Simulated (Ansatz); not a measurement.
Consider a periodic stack without vacuum, hcp Ti (0 0 1) on beta Ga2O3 (-2 0 1) (film strained to the substrate, started from cuts of the bulks and a machine-learned relaxation): substrate slab Ga10O12, film Ti12, surface cells [[-2, -1], [-1, -1]] and [[0, -1], [3, 1]], film strained by -2.0 and +4.9 %, outermost planes Ga/Ga and Ti/Ti as cut, which need not be the usual terminations and can put a slab off its formula. Its start:

```
Ga5Ti6O6
1.0
    3.08342     0.00000     0.06299
    1.54171     7.48293    -0.04936
    1.86418     1.63329    20.73538
Ga O Ti
10 12 12
Cartesian
  3.49677  -0.12329   1.08808
  2.15079   2.78504   0.94332
  3.48715   5.09080   2.91833
  3.32958   1.59617   3.99685
  1.76225   3.97644   5.81245
  3.30835   6.76454   5.79649
  3.27769   1.66341   7.71173
  4.73547   5.65934   8.76279
  3.09788   8.03985  10.59391
  3.14739   3.47294  10.72592
  3.48836   6.74946   2.08207
  4.87103   7.41971   4.80268
  3.35240   4.96297   4.79970
  3.42569   1.71606   2.11695
  1.77961   2.48116   4.53954
  1.96246   4.27335   2.21931
  3.28118   3.32948   6.87879
  1.63118   4.02180   9.58495
  3.22974   1.52703   9.59324
  4.82014   5.78008   6.87962
  3.17813   6.48009   9.39953
  1.74644   0.77629   7.11740
  4.56827   3.90596  12.95136
  3.01883   6.32417  12.69461
  3.02790   1.36399  12.87071
  2.91898   4.70448  15.02950
  4.46046   7.12117  14.95706
  4.46157   2.14600  15.09456
  4.30212   3.96942  17.31461
  2.76278   6.50890  17.32645
  4.30184   8.93882  17.32798
  2.62059   4.75750  19.40987
  4.20776   7.21011  19.56479
  4.17091   2.23998  19.53792
```

The start was prepared with a machine-learned potential, and the result is one local minimum, with the in-plane cell held and forces under 0.04 eV/Å; the film can end far from its bulk form.

Level of theory: PBE (plane waves to 420 eV, PAW; Ansatz, a program for electronic structure). Scalar-relativistic, without spin–orbit coupling; the runs are not spin-polarised; PBE gaps are too small against experiment. Its k-point mesh 10×4×1, Fermi–Dirac width 0.05 eV.

Problem. Predict the relaxed interface.

Solution. The interface area comes out as 23.1 Å², the period comes out as 20.79 Å and the gaps between the outermost planes at the two interfaces is 2.18 and 2.18 Å. The Ga–Ti contacts across the interfaces within 1.22 times the sum of covalent radii is 12, mean 2.86 Å.
